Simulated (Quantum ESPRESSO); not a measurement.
Worked example: self-consistent single point of NbZn3 (P4mm, 4 atoms in the cell) in Quantum ESPRESSO.

Method: LDA (PZ), PSlibrary ultrasoft (LDA) pseudopotentials (plane waves; Quantum ESPRESSO).

```xyz
4
Lattice="3.8982 0.0000 0.0000 0.0000 3.8982 0.0000 0.0000 0.0000 3.8982" Properties=species:S:1:pos:R:3 pbc="T T T"
Nb     0.0000     0.0000     0.0500
Zn     1.9491     0.0000     1.9491
Zn     0.0000     1.9491     1.9491
Zn     1.9491     1.9491     0.0000
```

Reference input (self-consistent single point, DFT, LDA (PZ), plane waves, PSlibrary ultrasoft (LDA) pseudopotentials): ecutwfc = 55 Ry; ecutrho = 330 Ry; occupations = smearing; smearing = gauss; degauss = 0.0073499 Ry; potentials = {Nb: Nb.pz-spn-rrkjus_psl.1.0.0.UPF, Zn: Zn.pz-dn-rrkjus_psl.1.0.0.UPF}; K_POINTS = automatic 4 4 4 0 0 0; conv_thr = 1e-10 Ry. This run's input differs from it in these lines:

```diff
@@ -14,5 +14,3 @@
   ecutrho = 330,
-  occupations = 'smearing',
-  smearing = 'gauss',
-  degauss = 0.0073499,
+  occupations = 'tetrahedra_opt',
 /
```

Output (repeated stretches shortened):

```
     Self-consistent Calculation

     iteration #  1     ecut=    55.00 Ry     beta= 0.70

     Threshold (ethr) on eigenvalues was too large:
     Diagonalizing with lowered threshold

     total energy              =    -562.13448098 Ry
     estimated scf accuracy    <       0.04110579 Ry

     iteration #  2     ecut=    55.00 Ry     beta= 0.70

     total energy              =    -562.13378296 Ry
     estimated scf accuracy    <       0.03119503 Ry

     iteration #  3     ecut=    55.00 Ry     beta= 0.70

     total energy              =    -562.14212207 Ry
     estimated scf accuracy    <       0.01299688 Ry

   [... 95 blocks of this kind left out ...]

     iteration # 99     ecut=    55.00 Ry     beta= 0.70

     total energy              =    -562.14455954 Ry
     estimated scf accuracy    <       0.00002860 Ry

     iteration #100     ecut=    55.00 Ry     beta= 0.70

     total energy              =    -562.14455828 Ry
     estimated scf accuracy    <       0.00005633 Ry
     End of self-consistent calculation

     convergence NOT achieved after 100 iterations: stopping

   JOB DONE.
```

The run ended unconverged after 100 iterations. 

The starting cell comes from a database of computed structures (which also holds hypothetical and non-ambient phases and stackings), without a prior relaxation at this level. Its lattice was rescaled by up to half a per cent. One atom was moved a little off its site on purpose.

Cost on one core of a shared machine: roughly 3 min.
